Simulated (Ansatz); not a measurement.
## Pressure series in SnTe

Base system: SnTe in the rock salt structure (space group Fm-3m, No. 225; a = 6.4092 Å).

Cell and atoms are relaxed at each pressure.

All numbers come from plane-wave PAW DFT at the PBE level (Ansatz, an electronic-structure program, 420 eV), without spin-orbit coupling.

Notes on the quantities. enthalpy: H = E + PV relative to the base's energy.

| case | enthalpy | density | band gap |
|---|---|---|---|
| base | – | 6.21 g/cm³ | 0.05 eV |
| pressure −2 GPa | -0.42 eV/atom | [?] | 0.20 eV |
| pressure −1 GPa | -0.21 eV/atom | 6.05 g/cm³ | 0.12 eV |
| pressure 0.9 GPa | +0.18 eV/atom | 6.35 g/cm³ | zero |
| pressure 15 GPa | +2.71 eV/atom | [?] | zero |
| pressure 22.5 GPa | +3.90 eV/atom | 8.33 g/cm³ | zero |
| pressure 30 GPa | +5.02 eV/atom | 8.79 g/cm³ | zero |

Problem. Some entries are withheld; estimate them.

Solution. 
- pressure −2 GPa, density: 5.88 g/cm³
- pressure 15 GPa, density: 7.78 g/cm³

With Te present, leaving out spin-orbit coupling can change the band edges. Load acts through the strain it causes; cell and atoms are relaxed under it. Whether these cells are dynamically stable was not tested. No other phases were tried under pressure. All final runs are without spin polarisation. The zero or small gap of SnTe can change with the level of theory.
